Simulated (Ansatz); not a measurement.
**Migration barriers: interstitial Li in zinc-blende AlAs, charge state +1**

System: interstitial Li in zinc-blende AlAs (charge state +1). Level of theory: PBE, PAW (plane waves to 420 eV; Ansatz, an electronic-structure program).

Cell of 64 host sites held at the relaxed PBE lattice; one k-point at (0.250, 0.250, 0.250); Fermi-Dirac width 0.01 eV, spin-restricted; finite-size errors left in. Energies are static. The charge state is imposed; whether it is stable for some Fermi level was not computed. Sites that were not tried may lie lower.

Barriers: single points on a 2×2×2 k-point mesh shifted by half a step at the bands' geometries.

```
Route                         Start site over the lowest site run (eV)  Hop (Å)  Forward barrier (eV)  Backward barrier (eV)                                 Neighbours at the start                  Neighbours at the saddle                        Saddle order  Forward, on the band's own sampling (eV)
----------------------------  ----------------------------------------  -------  --------------------  ---------------------  ------------------------------------------------------  ----------------------------------------  ----------------------------------  ----------------------------------------
a direct jump of one Li atom                                      0.00     2.49                  0.61                   0.33  3 Al at 2.92, 3 Al at 2.93; 3 As at 2.50, As at 2.52 Å  3 Al at 2.54; 2 As at 2.42, As at 2.43 Å  not checked, on a symmetry element                                      0.62
```

Paths come from CI-NEB runs.  A band can be held on a symmetry element, so unchecked saddle points there may be too high.

The whole set of runs took around 1.1 core-hours (rough).
